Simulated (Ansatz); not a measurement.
GaAs under load (space group I-4m2), r2SCAN with spin-orbit coupling, rigid bands (Ansatz, a first-principles code). Condition of this run: uniaxial stress zz = -2 GPa (compression positive) (the target of the relaxation). Band gap 0.72 eV, N_c = 2.85e17 cm⁻³ and N_v = 3.78e18 cm⁻³ at 300 K, conductivity masses along y (a = (0.00, 2.82, 2.90) Å; b = (2.82, 0.00, 2.90) Å; c = (2.82, 2.82, 0.00) Å) of 0.0518 mₑ (electrons) and 0.283 mₑ (holes). Take k_BT = 0.02585 eV.

Task: What thermal injection velocity √(2k_BT/πm) limits a ballistic channel along the direction named?

Result: 2.36e7 cm/s for electrons and 1.01e7 cm/s for holes, a ratio of √(m_h/m_e) = 2.34, for dilute carriers.

Task: Find the intrinsic carrier density and the intrinsic Fermi level.

Result: n_i = √(N_c N_v) exp(−E_g/2k_BT) = 1.04e18 × exp(−13.93) = 9.3e11 cm⁻³. The level lies (k_BT/2) ln(N_v/N_c) = 33 meV from mid-gap (positive towards the conduction band). Each 0.1 eV added to the gap lowers n_i by a factor of 6.9.

Rigid bands with the computed gap; masses take one relaxation time for all states.
